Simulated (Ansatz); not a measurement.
# metastable rock-salt NbN: the defect Al_Nb

These are PBE, PAW (plane waves to 420 eV; Ansatz, a first-principles code) values and carry that method's errors. Cell and caveats: 64-site cell; 4×4×4 shifted k-points; start: the Nb site; energies good to tenths of an eV; the relaxation kept the symmetry of the starting site.

Neighbours after relaxation, in Å: of the Al atom: N 2.05, N 2.05, N 2.05, N 2.05, N 2.05, N 2.05.

Formation energies E_f are those of the neutral cell. Chemical conditions: N-rich (Δμ(Nb) = -1.91 eV, Δμ(Al) = -2.74 eV, bounded by wurtzite AlN; only phases computed here count, gases as isolated molecules at 0 K); Nb-rich (Δμ(Nb) = 0.00 eV, Δμ(Al) = -0.82 eV, bounded by wurtzite AlN; only phases computed here count, gases as isolated molecules at 0 K). Reference phases: Al: fcc Al, Nb: bcc Nb.

```csv
charge,moment (μB),point group,largest move off a lattice site (Å),"E_f, N-rich (eV)","E_f, Nb-rich (eV)"
0,not spin-polarised,Oh,0.16,0.82,0.82
```

Point groups are those of the whole cell at tolerances of 0.03 and 0.1 Å ("near" where only the looser one holds); none is given for unsettled states.

All states together cost about 4 core-minutes (a rough figure).
